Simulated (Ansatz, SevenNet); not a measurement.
**Ladder of methods for the c axis length of L1₀ (CuAu-type) TiAl**

Reference value: 4.077 Å (measured, temperature not stated, no zero-point or thermal correction; as tabulated in Zope and Mishin (2003), arXiv:cond-mat/0306298).

| level (code) | value (Å) |
|---|---|
| SevenNet-l3i5 | 4.068 |
| PBE (Ansatz) | 4.074 |
| PBE-D4 (Ansatz) | ___ |
| r²SCAN0 (Ansatz) | 4.073 |
| Hartree–Fock (Ansatz) | 4.312 |

What belongs in the gaps?


- PBE-D4 (Ansatz, an electronic-structure program), value (Å): 4.037

Differences against the reference: SevenNet-l3i5 -0.22 %, PBE -0.07 %, PBE-D4 -0.98 %, r²SCAN0 -0.10 %, Hartree–Fock +5.76 %.

The reference's temperature isn't stated, so close values are not ranked against it. Off by more than 1.75 %, or 2.45 % on the side where a correction would as a rule narrow the miss (bounds picked here): Hartree–Fock (+5.76 %).

The measured value isn't corrected to a static lattice, so vibrations enter the comparison. The crystal itself was run without spin with PBE, PBE-D4, r²SCAN0, Hartree–Fock; a magnetic state was not tried in these runs. r²SCAN0, Hartree–Fock: the run has no spin polarisation, so it can have missed a magnetic state. Cutoffs and k meshes differ between the levels. Ansatz's density-functional and Hartree–Fock values are scalar-relativistic unless marked +SOC, with PAW data made under PBE.

Machine-learned potentials (SevenNet-l3i5) are trained on DFT data: a solid inside that data is no test of them.

Differences are worked out from the printed values.
